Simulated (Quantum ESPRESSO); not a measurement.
## Equation of state of bcc Ta (space group 229): energy against volume (Quantum ESPRESSO, PBE)

```yaml
crystal:
  lattice:
    - [-1.62066, 1.62066, 1.62066]
    - [1.62066, -1.62066, 1.62066]
    - [1.62066, 1.62066, -1.62066]
  atoms:
    - { symbol: Ta, position: [0.00000, 0.00000, 0.00000] }
```

Method: PBE, GBRV 1.5 ultrasoft (PBE) pseudopotentials (plane waves; Quantum ESPRESSO). Settings: ecutwfc = 52 Ry; ecutrho = 416 Ry; occupations = smearing; smearing = fermi-dirac; degauss = 0.0036749 Ry; potentials = {Ta: ta_pbe_v1.uspp.F.UPF}; K_POINTS = automatic 25 25 25 0 0 0; conv_thr = 1e-10 Ry; mixing_beta = 0.4. The cell above is the first row's. The rows scale it uniformly. In all rows the k mesh is held. E is the free energy at the stated smearing, counted from the lowest row.

```
V (Å^3/atom)  E (meV/atom)
------------  ------------
17.027                   ?
17.397               27.08
17.767                8.39
18.137                0.00
18.508                0.99
18.878               10.55
19.248               27.93
19.618               52.45
19.988               83.46
```

The 8 complete rows are fitted with the third-order Birch-Murnaghan form, a cubic in V^(-2/3), E against V. With u = V^(-2/3) - 0.142, the rows have u = 0.006942, 0.004867, 0.002863, 0.000920, -0.000953, -0.002767, -0.004523, -0.006225. Least squares gives E = 4.628 - 5063.45·u + 1208859·u² - 1955574·u³. Residuals (row less fit): 0.000, -0.004, 0.006, -0.001, -0.003, -0.005, 0.009, -0.004; standard error 0.007 (degrees of freedom: 4). Its minimum lies at u = 0.002105, so V0 = (0.144105)^(-3/2) = 18.28. There d²E/du² = 2393000 and d³E/du³ = -1.173e7, so B0 = (4/9) × 18.28^(-7/3) × 2393000 × 0.160218 = 194 GPa (the last factor turns the table's units into GPa), and B0' = 4 + (2/3) × 0.144105 × (-1.173e7)/2393000 = 3.5. The program's pressures in the fitted runs (not shown) pass through zero at V = 18.26, 0.08 % from this V0.

**Question.** Predict the withheld E at V = 17.027 from the fit, and compare with the calculation.

**Answer.** u = 0.009092, so E = 4.628 - 5063.45 × 0.009092 + 1208859 × 0.009092² - 1955574 × 0.009092³ = 57.051 meV/atom. The calculation gives 57.10 meV/atom, 0.049 meV/atom above the prediction (0.1 % of the range of E in the table). The row lies outside the fitted rows, so this is an extrapolation. From the scatter of the fitted rows alone, a prediction at this place has a standard error of 0.020 meV/atom, so the miss is 2.5 times that.

Carrying the step between the two nearest rows on in a straight line would have given 45.77, off by 11.33; series whose last step already gives the withheld value aren't shown. The scan was laid around a cell of about the measured size, scaled by a guess for this functional. Spin polarisation is off. Spin-orbit coupling is off. Cutoffs and mesh are single choices, not tested for convergence of this quantity. Series with a scatter that would blur these digits, or in which a gap closes, are not shown. Nor are scans whose minimum lies at an end fitted in this form.
